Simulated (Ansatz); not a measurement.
We consider CsCl-type NiTi (cubic form, which distorts at low temperature), described by rVV10 (plane waves, PAW; Ansatz, a quantum-chemistry and plane-wave program).

Run with plane-wave cutoff 520 eV, 18×18×18 k mesh, Fermi–Dirac smearing 0.05 eV, spin-polarised start, scalar-relativistic PAW data made under PBE.

Cell (relaxed at this level):

```yaml
crystal:
  lattice:
    - [3.02003, 0.00000, 0.00000]
    - [0.00000, 3.02003, 0.00000]
    - [0.00000, 0.00000, 3.02003]
  atoms:
    - { symbol: Ti, position: [0.50000, 0.50000, 0.50000] }
    - { symbol: Ni, position: [0.00000, 0.00000, 0.00000] }
```

### Question
Estimate the bulk modulus B0 and pressure derivative B′ of the bulk modulus that the calculation returns.

### Answer

* **bulk modulus B0**: 161 GPa
* **pressure derivative B′ of the bulk modulus**: 4.3

The run finds no gap.

Note: the starting moments vanished in the run, and other orders were not tried; symmetry holds this phase in the static calculation, where it need not be a minimum; the relaxation could not lower the start's symmetry, so the cell can be a saddle point above a distorted one.

The computed numbers hold no vibrational or temperature effects.
